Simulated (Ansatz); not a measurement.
Abridged Ansatz (a first-principles code) output:

```
Relaxation: its limit of steps is 60 (relax.max_steps)
Pseudopotential: Co, paw, valence charge 17
Pseudopotential: Si, paw, valence charge 4
Crystal: 8 atoms, lattice volume = 69.264 Å³
Basis set: ecut = 500 eV, 1791 PW (Γ), exchange–correlation on 120×120×120 points (64 copies of the dense FFT grid, shifted against one another)
Bands: 51, of which v1, the nominal top of the filled ones, is band 42 counted from 1 (41 counted from 0)
Symmetry: 12 space group operations
k-points: 76 of 1331 (time reversal used)
Functional: x = r2scan, c = r2scan; τ floored in thin density (d = 2e-4 eV/Å³)
SCF iter   1: F=—  HF=-23083.086355 eV  |F-HF|=—  |Δ(HF+E_count)|=         —  Δρ=2.70e-2  dr2=3.35e-1  dr2_τ=4.33e-1  ethr=1.77e-3  ⟨swp⟩=6.8  Hψ=15943  notcnv=0  defer=52
SCF iter   2: F=—  HF=-23083.406788 eV  |F-HF|=—  |Δ(HF+E_count)|=   3.20e-1  Δρ=1.01e-2  dr2=3.06e-2  dr2_τ=1.86e-3  ethr=3.99e-4  ⟨swp⟩=2.9  Hψ=7304  notcnv=0  defer=179
SCF 1 converged in 8 iterations: F = -23083.404084 eV  dr2 = 6.53e-8
relax step   1: F+E_penalty+E_count = -23083.40408367 eV  Δ(F+E_penalty+E_count) = +0.000e0 eV  max|allowed force component| = 1.579e-5 eV/Å  Δτ_max = 0.0000 Å  P = +74.999 GPa  Ω = 69.264 Å³  (8 SCF iters, dr2 threshold 1.00e-7 eV, accepted)
[... steps on the carried basis left out ...]
relax step   8: F+E_penalty+E_count = -23081.85504370 eV  Δ(F+E_penalty+E_count) = -1.019e-10 eV  max|allowed force component| = 1.450e-6 eV/Å  Δτ_max = 0.0000 Å  P = +100.000 GPa  Ω = 66.414 Å³  stress off target by 6.89e-5 GPa  SCF on the basis re-selected at this cell (its energy is not comparable with the rows above)  (7 SCF iters)
SCF converged after 7 iterations
Free energy (F): -23081.855044 eV
Internal energy: -23081.848642 eV  (E = F + TS)
E sigma→0 (E₀):  -23081.851843 eV
Entropy (-TS):   -0.006401 eV (-0.800 meV/atom)
Fermi energy:    22.624819 eV
--- Forces (eV/Å), atoms counted from 1 ---
  atom   1  Co    -0.00000139    -0.00000139    -0.00000139
  atom   2  Co    -0.00000139     0.00000139     0.00000139
  atom   3  Co     0.00000139    -0.00000139     0.00000139
  atom   4  Co     0.00000139     0.00000139    -0.00000139
  atom   5  Si    -0.00000145    -0.00000145    -0.00000145
  atom   6  Si    -0.00000145     0.00000145     0.00000145
  atom   7  Si     0.00000145    -0.00000145     0.00000145
  atom   8  Si     0.00000145     0.00000145    -0.00000145
--- Stress (GPa, compression-positive) ---
      100.000069      -0.000000      -0.000000
       -0.000000     100.000069       0.000000
       -0.000000       0.000000     100.000069
  P = ⅓ Tr σ = 100.0001 GPa (1000.001 kbar)
--- Relaxed structure (6 steps of the walk, 6 accepted, 2 SCFs on fresh bases) ---
  cell:  # Å, volume = 66.4140 Å³
    - [4.049673192465148, -1.0271626370065259e-33, -5.135813185032631e-34]
    - [-7.703719777548943e-34, 4.049673192465148, 5.135813185032629e-34]
    - [-5.135813185032631e-34, 5.135813185032629e-34, 4.049673192465148]
  atoms:
    - { symbol: Co, position: [0.14960447139707955, 0.14960447139707955, 0.14960447139707955] }
    - { symbol: Co, position: [0.6496044713970794, 0.35039552860292045, 0.8503955286029204] }
    - { symbol: Co, position: [0.8503955286029204, 0.6496044713970794, 0.35039552860292045] }
    - { symbol: Co, position: [0.35039552860292045, 0.8503955286029204, 0.6496044713970794] }
    - { symbol: Si, position: [0.8453979589474454, 0.8453979589474454, 0.8453979589474454] }
    - { symbol: Si, position: [0.3453979589474455, 0.6546020410525544, 0.1546020410525544] }
    - { symbol: Si, position: [0.1546020410525544, 0.3453979589474455, 0.6546020410525544] }
    - { symbol: Si, position: [0.6546020410525544, 0.1546020410525544, 0.3453979589474455] }
```

Task: What was computed, and what are the main results?

Result: CoSi, 8 atoms in the cell, with DFT with r2SCAN, PAW potentials and a 500 eV plane-wave cutoff in Ansatz, no spin-orbit coupling, from a series relaxed to a target (pressure 100 GPa). The last SCF converged to F = -23081.855044 eV, or -2885.2319 eV per atom, at a pressure of 100.00 GPa. The total energy compares only with runs of the same code, potentials and settings.

Load acts through the strain it causes; cell and atoms are relaxed under it. Whether these cells are dynamically stable was not tested. No other phases were tried under pressure. The final runs are not spin-polarised. The cell was made from CoSi (space group P2_13, No. 198; non-magnetic) by this change: pressure 100 GPa.

Keys are those of Ansatz 0.2.
